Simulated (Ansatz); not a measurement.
Total g(r) from a molecular-dynamics run [in the run: mean pressure 0.4 GPa against a target of 0; under uneven stress (diagonal components 1.1 GPa apart); one k-point, which a denser mesh shifts by -0.2 GPa in pressure and 0.11 eV/Å in forces]. These are PBE (plane waves, PAW; Ansatz, an electronic-structure program) values and carry that method's errors.

(r (Å), g(r)): (1.02, 0.00); (1.14, 0.00); (1.26, 0.00); (1.38, 0.00); (1.50, 0.00); (1.62, 0.00); (1.74, 0.01); (1.86, 0.27); (1.98, 1.27); (2.10, 2.27); (2.22, 2.39); (2.34, 1.57); (2.46, 0.76); (2.58, 0.25); (2.70, 0.17); (2.82, 0.59); (2.94, 1.48); (3.06, 2.27); (3.18, 2.29); (3.30, 1.37); (3.42, 0.65); (3.54, 0.47); (3.66, 0.70); (3.78, 1.01); (3.90, 0.94); (4.02, 0.64); (4.14, 0.40); (4.26, 0.46); (4.38, 0.59)

Task: Which system gave this curve?
A) Si3Ge, liquid, 1743 K
B) Si3Ge, liquid, 1907 K
C) SnGe15, liquid, 1341 K
D) TiC (rock salt; ideal stoichiometry), crystal, 2202 K

Result: D, TiC (rock salt; ideal stoichiometry), crystal, 2202 K
